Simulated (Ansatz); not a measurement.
The starting structures come from a database of crystals and need not be the phases stable at ambient conditions.

 Where the default PAW files enter, the runs use the earlier of Ansatz's two default sets.

## Evanescent states of Cs₂NaInF₆ (Fm-3m, not sure to be the ambient phase, 10 atoms a cell, 17.5 Å³ an atom) along the normal of (111)

Computed with PBEsol (plane waves, PAW; Ansatz, an electronic-structure program).

The gap is the functional's own. No spin-orbit coupling. Mid-gap values are interpolated on the energy grid.

Energies count from the valence-band top; κ is the least over a 6×6 mesh across the current.

```tsv
E (eV)	κ (1/Å)	where
0.12	0.189	Γ
0.38	0.265	Γ
0.62	0.314	Γ
0.88	0.349	Γ
1.12	0.375	Γ
1.38	[?]	Γ
1.62	[?]	Γ
1.88	[?]	Γ
2.12	[?]	Γ
2.38	[?]	Γ
2.62	[?]	Γ
2.88	[?]	Γ
3.12	[?]	Γ
3.38	[?]	Γ
3.62	[?]	Γ
3.88	[?]	Γ
4.12	[?]	Γ
4.38	0.346	Γ
4.62	0.315	Γ
4.88	0.275	Γ
5.12	0.220	Γ
5.38	0.132	Γ
```

### Question
Complete the blanks.

### Answer

- 1.38, κ (1/Å): 0.395
- 1.62, κ (1/Å): 0.410
- 1.88, κ (1/Å): 0.421
- 2.12, κ (1/Å): 0.428
- 2.38, κ (1/Å): 0.432
- 2.62, κ (1/Å): 0.432
- 2.88, κ (1/Å): 0.430
- 3.12, κ (1/Å): 0.425
- 3.38, κ (1/Å): 0.417
- 3.62, κ (1/Å): 0.405
- 3.88, κ (1/Å): 0.390
- 4.12, κ (1/Å): 0.370
